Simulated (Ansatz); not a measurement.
Consider the following.

```
Sn
1.0
    0.00000     3.32808     3.41129
    3.32808     0.00000     3.41129
    3.32808     3.32808     0.00000
Sn
2
Cartesian
  0.00000   0.00000   0.00000
  1.66404   1.66404   1.70564
```

No spin polarisation.

Level of theory: PBE (Ansatz, a program for electronic structure, PAW, no spin-orbit coupling). k-mesh 15×15×15 (Γ-centred); smearing 0.1 eV (Fermi–Dirac).

Q: Predict the space group and pressure.

A: 
* **Space group**: I4_1/amd (No. 141)
* **Pressure (mean of the normal stresses, compression positive)**: -0.8 GPa

The cells carry an imposed strain or load. Whether these cells are dynamically stable was not tested. The cell was made from Sn in the diamond structure (space group Fd-3m, No. 227) by this change: uniaxial strain ε_zz = +2.50 %.
